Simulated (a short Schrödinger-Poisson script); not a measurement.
**MOS inversion layer, Si3N4 on p-type Si(100)**

Stack: MOS inversion layer, Si3N4 on p-type Si(100), at 400 K.

```
layer  material  thickness (nm)  Na (cm⁻³)
-----  --------  --------------  ---------
1         Si3N4             4.8          -
2            Si             910     2.2e17
```

The device is made up for the run: typed textbook-type constants, with dimensions and the other settings drawn at random. Si3N4: permittivity 7.5, conduction-band edge (eV) 1.95, gap (eV) 5.1, electron mass (mₑ) 0.5. Si: permittivity 11.7, conduction-band edge (eV) 0, gap (eV) 1.124, Nv at 300 K (cm⁻³) 3.1e19.

Channel valleys (confinement mass, in-plane density-of-states mass, number): Δ2 0.916, 0.19, 2; Δ4 0.19, 0.417, 4. At the gate the conduction-band edge of layer 1 lies 2.53 eV − eVg above the Fermi level of the channel; the field vanishes at the back. Gaps are held at their typed values at every temperature. Mesh 0.03 nm at interfaces.

From a short Schrödinger-Poisson script (our own, NumPy): 1D Poisson equation in equilibrium, electrons quantum, Hartree (BenDaniel-Duke, 12 states a valley, the channel's in-plane mass for all, wave functions ending at the dielectric), parabolic valleys, classical holes, full ionisation, no traps, pinning or gate leakage.

```tsv
Vg (V)	electrons (cm⁻²)	C (μF/cm²)	Δ2 E0 (meV)	Δ2 E1 (meV)	Δ4 E0 (meV)	Δ4 E1 (meV)
0.2	2.02e6	0.185	555.2	592.5	589.6	650.3
0.3	2.09e7	0.170	471.6	511.8	508.6	574.2
0.4	2.29e8	0.158	386.7	429.4	426.0	495.9
0.5	2.61e9	0.157	301.0	345.9	342.4	416.2
0.6	2.81e10	0.228	217.2	264.3	260.6	338.1
0.7	1.90e11	0.528	149.1	199.2	195.4	276.3
0.8	5.79e11	0.795	107.8	161.9	158.0	242.2
0.9	1.10e12	0.927	82.3	140.8	136.9	224.1
1	1.70e12	0.999	64.4	127.3	123.3	213.1
1.1	2.33e12	1.04	50.5	117.7	113.7	205.8
1.2	2.99e12	1.08	39.0	110.4	106.3	200.5
1.3	3.67e12	1.10	29.3	104.5	100.4	196.6
1.4	4.36e12	1.12	20.7	99.7	95.5	193.4
1.5	5.06e12	1.13	13.0	95.5	91.4	190.8
1.6	5.77e12	1.14	5.9	91.9	87.8	188.7
1.7	6.48e12	1.15	-0.6	88.7	84.6	186.9
1.8	7.20e12	1.16	-6.7	85.9	81.7	185.3
1.9	7.93e12	1.17	-12.5	83.3	79.1	183.9
2	8.66e12	1.17	-18.0	80.9	76.7	182.7
2.1	9.39e12	1.18	-23.2	78.6	74.5	181.6
2.2	1.01e13	1.18	-28.2	76.6	72.4	180.6
```

Subbands count from the Fermi level.
